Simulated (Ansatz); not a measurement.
Band structure of WSi2 (I4/mmm, 3 atoms in the cell).

```xyz
3
Lattice="-1.6050 1.6050 3.9150 1.6050 -1.6050 3.9150 1.6050 1.6050 -3.9150" Properties=species:S:1:pos:R:3 pbc="T T T"
Si     0.0000     0.0000     5.2069
Si     0.0000     0.0000     2.6231
W      0.0000     0.0000     0.0000
```

Method: PBE, PAW files (plane waves; Ansatz, a program for electronic structure).

Settings: kpoints.mp_grid.grid = 10 10 10; hamiltonian.xc = pbe; hamiltonian.pseudopotentials = {kind: paw} (an earlier, softer set of the program's PAW files); scf.occupations.method = fermi_dirac; scf.occupations.width = 0.0073 Ry; kpoints.band_path.npoints = 8.

The starting cell has typed, rounded lattice constants, without a prior relaxation at this level. Spin-orbit coupling is off. Spin polarisation is off.

Levels in eV from the Fermi level, bands 8 to 14:
```json
[
 {"point": "Γ", "8": "-3.35", "9": "-2.84", "10": "-2.84", "11": "0.61", "12": "2.78", "13": "2.94", "14": "3.07"},
 {"point": "X", "8": "-5.48", "9": "-5.02", "10": "-3.28", "11": "-1.78", "12": "2.81", "13": "2.99", "14": "3.15"},
 {"point": "Y", "8": "-5.13", "9": "-4.08", "10": "-3.14", "11": "-2.33", "12": "1.98", "13": "2.15", "14": "3.05"},
 {"point": "S", "8": "-3.07", "9": "-2.72", "10": "-2.49", "11": "-0.32", "12": "1.79", "13": "2.52", "14": "3.56"},
 {"point": "Z", "8": "-2.57", "9": "-0.83", "10": "-0.83", "11": "-0.51", "12": "-0.51", "13": "0.79", "14": "4.50"},
 {"point": "S1", "8": "-3.07", "9": "-2.72", "10": "-2.49", "11": "-0.32", "12": "1.79", "13": "2.52", "14": "3.56"},
 {"point": "N", "8": "-4.88", "9": "-2.82", "10": "-2.77", "11": "-0.44", "12": "2.72", "13": "2.81", "14": "3.92"},
 {"point": "P", "8": "-6.59", "9": "-3.02", "10": "-2.45", "11": "-2.45", "12": "0.09", "13": "2.99", "14": "3.64"},
 {"point": "Y1", "8": "-5.13", "9": "-4.08", "10": "-3.14", "11": "-2.33", "12": "1.98", "13": "2.15", "14": "3.05"}
]
```

Bands cross the Fermi level along this path, so the cell is metallic at this level.

Keys are those of Ansatz 0.2.
